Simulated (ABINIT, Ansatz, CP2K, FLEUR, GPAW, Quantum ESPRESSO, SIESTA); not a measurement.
Code comparison for Ta2InC (P6_3/mmc, 8 atoms in the cell)

Self-consistent single point.

```yaml
crystal:
  lattice:
    - [3.16751, 0.00000, 0.00000]
    - [-1.58376, 2.74314, 0.00000]
    - [0.00000, 0.00000, 14.53348]
  atoms:
    - { symbol: Ta, position: [0.66667, 0.33333, 0.58297] }
    - { symbol: Ta, position: [0.33333, 0.66667, 0.41703] }
    - { symbol: Ta, position: [0.33333, 0.66667, 0.08297] }
    - { symbol: Ta, position: [0.66667, 0.33333, 0.91703] }
    - { symbol: In, position: [0.66667, 0.33333, 0.25000] }
    - { symbol: In, position: [0.33333, 0.66667, 0.75000] }
    - { symbol: C, position: [0.00000, 0.00000, 0.50000] }
    - { symbol: C, position: [0.00000, 0.00000, 0.00000] }
```

All programs got the same cell, k-point mesh and kind of occupations (in Ansatz's words: kpoints.mp_grid.grid = 7 7 2; scf.occupations.method = gaussian; scf.occupations.width = 0.1 eV); potentials, basis and cutoffs are each program's usual ones.

```tsv
code	model	pressure (GPa)	largest force (eV/Å)	k-points	cutoff
SIESTA	LDA PW92, numerical atomic orbitals TZP, PseudoDojo LDA standard norm-conserving potentials (rewritten from UPF to PSML)	-12.07	0.762	53	grid 300 Ry
Ansatz	LDA (PW92), PAW files made with PBE	-10.71	0.749	16	420 eV
CP2K	LDA (Pade form), GPW, DZVP-MOLOPT-SR-GTH basis, GTH-PADE potentials (GTH_POTENTIALS)	-22.16	1.728	50	grid 500 Ry
Quantum ESPRESSO	LDA (PZ), GBRV 1.5 ultrasoft (LDA) pseudopotentials	-12.20	0.729	16	40 Ry
FLEUR	LDA (Perdew-Zunger), all-electron FLAPW (FLEUR), scalar-relativistic valence	–	0.751	16	Kmax 4.3 1/bohr
GPAW	LDA (Perdew-Wang 92), GPAW PAW datasets LDA (gpaw-data 1.0.1)	–	0.793	16	950 eV
ABINIT	LDA (PW92), norm-conserving pseudopotentials (PseudoDojo nc-sr-04 LDA standard)	-11.53	0.828	16	41 Ha
```

A dash marks a value that a program does not give, or that is left out as unsure.

The spread over the programs that give each value: pressure within 11.45 GPa; largest force within 0.999 eV/Å.

The starting cell comes from a database of computed structures (which also holds hypothetical and non-ambient phases and stackings), without a prior relaxation at this level. On Ansatz's run: Spin-orbit coupling is off. Spin polarisation is off. In the base run, with a pressure of about -11 GPa the cell is away from its equilibrium volume at this level.

### Question
Why do the programs differ, and what cannot be compared?

### Answer
Differences of this kind can come from the potentials, where these differ, and from what each basis and cutoff leave unconverged. The valence holds different numbers of electrons (SIESTA 86, Ansatz (an electronic-structure program) 86, CP2K 86, Quantum ESPRESSO 86, FLEUR 142, GPAW 86, ABINIT 86). The zero of total energies and Fermi levels follows the potentials and each program's conventions, so they are not compared here. SIESTA and CP2K use small atom-centred bases, whose incompleteness enters pressures, forces and empty levels differently from a plane-wave cutoff. FLEUR treats all electrons, but the usual bases taken here (sphere radii, linearisation, local orbitals, empty states) were not tested for convergence, so the values are no reference for the others. Ansatz's pressure is given at a fixed set of plane waves, as the other plane-wave codes print theirs; with its correction for the finite basis it is -10.63 GPa. The pressure of GPAW is left out: its cutoff lies under the one at which its stress was checked. The same LDA comes in different parametrisations, which differ slightly. The programs reduce the same mesh by symmetry to different extents, which changes the work and not the result. In the pressure, CP2K (by 10.63) lies more than 1 GPa from the median of the plane-wave programs. In the force vectors, CP2K (by 0.957) lies more than 0.08 eV/Å from the median of the plane-wave programs.

Left out of this page: Elk (not drawn, or without a comparable value).

Keys are those of Ansatz 0.2.
